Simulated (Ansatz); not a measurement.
Pressure series in Os

The parent structure is Os in the fcc (Cu type) structure (space group Fm-3m, No. 225; a = 3.821 Å).

Cell and atoms are relaxed at each pressure.

All numbers come from PBEsol (Ansatz, a program for electronic structure, PAW, no SOC).

```csv
pressure (GPa),volume per atom (Å³/atom)
-2,14.009
-1,13.975
0,13.942
0.3,13.932
0.7,13.919
1.5,?
3,13.846
7.5,13.707
10,13.633
```

**Question.** Fit the third-order Birch–Murnaghan form P(V) = (3B₀/2)[(V₀/V)^(7/3) − (V₀/V)^(5/3)]·[1 + (3/4)(B₀′ − 4)((V₀/V)^(2/3) − 1)] (squares taken in P) to the rows shown and predict the withheld row.

**Answer.** Least squares on the printed values gives V₀ = 13.942 Å³/atom, B₀ = 425 GPa, B₀′ = 4.3; this predicts 13.893 Å³/atom, and the run gives 13.893 Å³/atom, in agreement.

Load acts through the strain it causes; cell and atoms are relaxed under it. Stability against distortions was not tested. No other phases were tried under pressure. All final runs are without spin polarisation. This is not the structure that Os has at room temperature and ambient pressure.
